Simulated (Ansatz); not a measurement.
## Short convergence ladders for ScPd3 (P4mm, 4 atoms in the cell)

```yaml
crystal:
  lattice:
    - [3.99955, 0.00000, 0.00000]
    - [0.00000, 3.99955, 0.00000]
    - [0.00000, 0.00000, 3.99955]
  atoms:
    - { symbol: Sc, position: [0.00000, 0.00000, 0.01250] }
    - { symbol: Pd, position: [0.50000, 0.50000, 0.00000] }
    - { symbol: Pd, position: [0.00000, 0.50000, 0.50000] }
    - { symbol: Pd, position: [0.50000, 0.00000, 0.50000] }
```

Base method: PBEsol, default PAW files made with PBE (plane waves; Ansatz, an electronic-structure program).

Base settings: basis.ecutwfc = 420 eV; kpoints.mp_grid.grid = 8 8 8; hamiltonian.xc = pbesol; hamiltonian.pseudopotentials = {kind: paw} (the program's default PAW files); scf.occupations.method = gaussian; scf.occupations.width = 0.1 eV.

The count of work is k-points × plane waves × bands × iterations; it is no time. 

**The k-point mesh at a smearing width of 0.05 eV**

In this ladder: scf.occupations.width = 0.05 eV.

The second cell is the first with its lattice scaled by 0.98.

Only quantities that move along the ladder and can be compared are tabulated.

| kpoints.mp_grid.grid | free energy less the last step's (meV/atom) | energy of the compressed cell less the first (meV/atom) | pressure (GPa) | largest difference of a force vector from the last step's (eV/Å) | count of work / last |
|---|---|---|---|---|---|
| 3 3 3 | 16.70 | -9.82 | -6.29 | 0.024 | 0.0096 |
| 4 4 4 | -12.36 | -10.62 | -6.39 | 0.001 | 0.025 |
| 5 5 5 | -7.28 | -14.88 | -6.98 | 0.013 | 0.025 |
| 6 6 6 | 8.86 | -11.04 | -6.43 | 0.010 | 0.055 |
| 8 8 8 | -2.22 | -11.53 | -6.50 | 0.001 | 0.10 |
| 9 9 9 | 1.61 | -11.13 | -6.43 | 0.003 | 0.10 |
| 11 11 11 | -0.14 | -12.07 | -6.55 | 0.000 | 0.17 |
| 16 16 16 | 0.16 | -11.59 | -6.48 | 0.000 | 0.56 |
| 20 20 20 | 0.00 | -11.60 | -6.49 | 0.000 | 1.0 |

Coarsest kpoints.mp_grid.grid that holds the energy of the compressed cell less the first within 2 meV/atom of the last step, with all finer ones: 6 6 6, at 0.055 of the last step's count of work; the step before is off by 3.3 meV/atom.

Coarsest kpoints.mp_grid.grid that holds the pressure within 0.05 GPa of the last step, with all finer ones: 16 16 16; the step before is off by 0.06 GPa.

Coarsest kpoints.mp_grid.grid that holds the free energy within 2 meV/atom of the last step, with all finer ones: 9 9 9, at 0.10 of the last step's count of work; the step before is off by 2.2 meV/atom.

The energy difference between the two cells stays within 1 meV/atom of the last step's from 6 6 6 on, the total only from 11 11 11 on: much of the error is common to both cells and cancels.

**The width of Gaussian smearing**

In this ladder: kpoints.mp_grid.grid = 13 13 13.

Narrow widths need finer meshes than wide ones, so the last steps can hold mesh noise.

Only quantities that move along the ladder and can be compared are tabulated; pressure and forces are left out, as mesh noise rules them at narrow widths.

```tsv
scf.occupations.width	free energy less the last step's (meV/atom)	energy extrapolated to zero width less the last step's (meV/atom)
1 eV	-125.41	-8.67
0.5 eV	-37.11	-4.42
0.3 eV	-14.28	-0.79
0.2 eV	-6.28	-0.22
0.1 eV	-1.34	-0.15
0.05 eV	0.00	0.00
```

Widest scf.occupations.width that holds the energy extrapolated to zero width within 2 meV/atom of the last step, with all finer ones: 0.3 eV; the step before is off by 4.4 meV/atom.

Widest scf.occupations.width that holds the free energy within 5 meV/atom of the last step, with all finer ones: 0.1 eV; the step before is off by 6.3 meV/atom.

The extrapolation to zero width removes most of the smearing's effect on the energy.

On the base run: the starting cell comes from a database of computed structures (which also holds hypothetical and non-ambient phases and stackings), without a prior relaxation at this level. Its lattice was rescaled by up to half a per cent. One atom was moved a little off its site on purpose. Spin polarisation is off. In the base run, with a pressure of about -7 GPa the cell is away from its equilibrium volume at this level. Ansatz's pressure includes its estimate of the finite-basis (Pulay) stress.

Left out of this page: 2 runs of the series outside the window shown, repeating another row's setting, or not comparable.

Keys are those of Ansatz 0.2.
